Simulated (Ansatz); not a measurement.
Worked calculations on one periodic cell of amorphous Si24O53Ta2: Si24O53Ta2, 79 atoms, volume 1180.5 Å³, made by a melt-quench on the CHGNet potential and relaxed with DFT. O atoms were pushed apart under 1.9 Å during the dynamics, to hinder bonds among them. It is a model cell: composition and starting density were chosen by hand, and all elements were melted together. Cycles of charging were run to anneal it. Computed with PBE, scalar-relativistic without spin-orbit coupling (plane waves to 420 eV, PAW; Ansatz, an electronic-structure program). Sampling: a 2×2×2 Γ-centred mesh; Fermi-Dirac width 0.02 eV; no spin polarisation. Its volume was held where the quench left it, its shape was held as a cube, and it stands at a mean pressure of 1.9 GPa with stress components up to 3.8 GPa; the relaxation ran on the zone centre alone. Its density went from a set 2.65 to 2.65 g/cm³. The cell is small and was quenched far faster than a real film, so it is one sample of the glass.

Count formal charges (Si +4, O -2, Ta +5). What does the count lead one to expect at the Fermi level, and what does the calculation give?

24 × (+4) + 53 × (-2) + 2 × (+5) = 0. The charges balance, so the anion-derived valence states can be full and a gap can open. On this mesh the highest filled and lowest empty level lie 4.50 eV apart; localised defect or tail levels set that (at the zone centre the more localised edge state sits most on one Ta atom with neighbours O 1.91 Å, O 1.92 Å, O 1.95 Å, O 1.99 Å, O 2.00 Å, O 2.42 Å), and the nearest spread-out levels lie 5.4 eV apart.

Four energies for an added electron at PBE on the zone centre alone (charged cells in a uniform background, spin-polarised): neutral at the neutral geometry -65274.897 eV; charged at the neutral geometry -65268.500 eV; charged and relaxed -65268.712 eV; neutral at the charged geometry -65274.576 eV.

Find the two relaxation energies and their sum, the reorganisation energy.

On charging: -65268.500 − (-65268.712) = 0.212 eV. On discharging: -65274.576 − (-65274.897) = 0.321 eV. The sum is 0.533 eV. The carrier's level spreads over 5 of the 79 atoms' worth, so it counts as localised, most on one Ta atom with neighbours O 1.91 Å, O 1.92 Å, O 1.95 Å, O 1.99 Å, O 2.00 Å, O 2.42 Å (neutral geometry). The values are uncorrected: the image energy of a point charge in this cell, 2.84 × 14.40 / (2 × 10.6) = 1.9 eV before screening, is screened by electrons alone at the fixed geometry and by ions too after relaxing, and the carrier can be spread before it relaxes, so each term can be off by up to that value times 1/ε∞, some tenths of an eV. PBE's self-interaction favours spread-out carriers, so a hybrid can localise more.

Four energies for a hole at PBE on the zone centre alone (charged cells in a uniform background, spin-polarised): neutral at the neutral geometry -65274.897 eV; charged at the neutral geometry -65276.321 eV; charged and relaxed -65276.449 eV; neutral at the charged geometry -65274.457 eV.

Find the two relaxation energies and their sum, the reorganisation energy.

On charging: -65276.321 − (-65276.449) = 0.128 eV. On discharging: -65274.457 − (-65274.897) = 0.440 eV. The sum is 0.568 eV. The carrier's level spreads over 6 of the 79 atoms' worth, so it counts as localised, most on one O atom with neighbours Si 1.63 Å, Ta 1.91 Å (neutral geometry). The values are uncorrected: the image energy of a point charge in this cell, 2.84 × 14.40 / (2 × 10.6) = 1.9 eV before screening, is screened by electrons alone at the fixed geometry and by ions too after relaxing, and the carrier can be spread before it relaxes, so each term can be off by up to that value times 1/ε∞, some tenths of an eV. PBE's self-interaction favours spread-out carriers, so a hybrid can localise more.
